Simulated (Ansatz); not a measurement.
Start from ZnS in the wurtzite structure (space group P6_3mc, No. 186).

```xyz
4
Lattice="3.7822 0.0000 0.0000 -1.8911 3.2755 0.0000 0.0000 0.0000 6.2077" Properties=species:S:1:pos:R:3 pbc="T T T"
Zn     0.0000     2.1836     0.0026
Zn     1.8911     1.0918     3.1064
S      0.0000     2.1836     2.3253
S      1.8911     1.0918     5.4291
```

Level of theory: Ansatz (a quantum-chemistry and plane-wave program) PBEsol, scalar-relativistic without spin-orbit coupling.

Before the change:

| Item | Value |
|---|---|
| Electron mass | 0.16 mₑ along c, 0.18 mₑ across (at Γ) |

The change: an isotropic linear strain of −1.80 %, atoms relaxed at fixed cell.

**Question.** How does this affect the energy relative to the base?

**Answer.** The energy rises by 15 meV/atom.

**Question.** What does the calculation give for the mean gap deformation potential ΔEg/Δln V after the change?

**Answer.** The mean gap deformation potential ΔEg/Δln V comes out as -4.5 eV.

**Question.** How does this affect the electron mass?

**Answer.** The electron mass goes from 0.16 mₑ along c, 0.18 mₑ across (at Γ) to 0.16 mₑ along c, 0.19 mₑ across (at Γ).

Masses are band curvatures over ±0.01 Å⁻¹ around the edge. Stability against distortions was not tested.
